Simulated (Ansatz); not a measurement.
## Hypothetical CsCl type GaN, response to strain

Start from GaN in the CsCl type structure (space group Pm-3m, No. 221; a hypothetical phase, not in the database extracts checked; relaxed with 0.1 eV smearing).

```
GaN
1.0
    2.74274     0.00000     0.00000
    0.00000     2.74274     0.00000
    0.00000     0.00000     2.74274
Ga N
1 1
Cartesian
  0.00000   0.00000   0.00000
  1.37137   1.37137   1.37137
```

Cartesian axes are those of the cell as printed.

Strains are applied to the cell and any free atomic positions relax; under biaxial strain the out-of-plane vector relaxes too; under stress the whole cell relaxes.

Levels (all Ansatz, a quantum-chemistry and plane-wave program, PAW): PBE (420 eV, spin-orbit coupling left out); PBEsol (420 eV, no spin-orbit coupling).

The base cell above is that of PBE; each level relaxes its own structures.

Notes on the quantities. energy relative to the base: free energy F.

| case | energy relative to the base, PBE | energy relative to the base, PBEsol |
|---|---|---|
| biaxial strain +2.25 %, plane normal [001], relaxed out of plane | +8.4 meV/atom | +9.1 meV/atom |
| isotropic strain −2.83 % | +38 meV/atom | (withheld) |
| isotropic strain −1.33 % | +7.9 meV/atom | (withheld) |
| isotropic strain +0.56 % | +1.3 meV/atom | +1.4 meV/atom |
| uniaxial strain ε_yy = −1.49 % | +1.9 meV/atom | (withheld) |
| uniaxial strain ε_zz = −3.18 % | +8.8 meV/atom | (withheld) |
| uniaxial strain ε_zz = +2.50 % | +5.1 meV/atom | +5.5 meV/atom |
| uniaxial stress, 1 GPa compression along x | +0.2 meV/atom | +0.1 meV/atom |

### Question
Some entries are withheld; estimate them.

### Answer

- isotropic strain −2.83 %, energy relative to the base, PBEsol: +41 meV/atom
- isotropic strain −1.33 %, energy relative to the base, PBEsol: +8.7 meV/atom
- uniaxial strain ε_yy = −1.49 %, energy relative to the base, PBEsol: +2.0 meV/atom
- uniaxial strain ε_zz = −3.18 %, energy relative to the base, PBEsol: +9.6 meV/atom

The two levels differ by at most about 3.7 meV/atom. They put the cases in the same order.

Stability under load was not tested beyond the relaxation. The final runs are not spin-polarised.
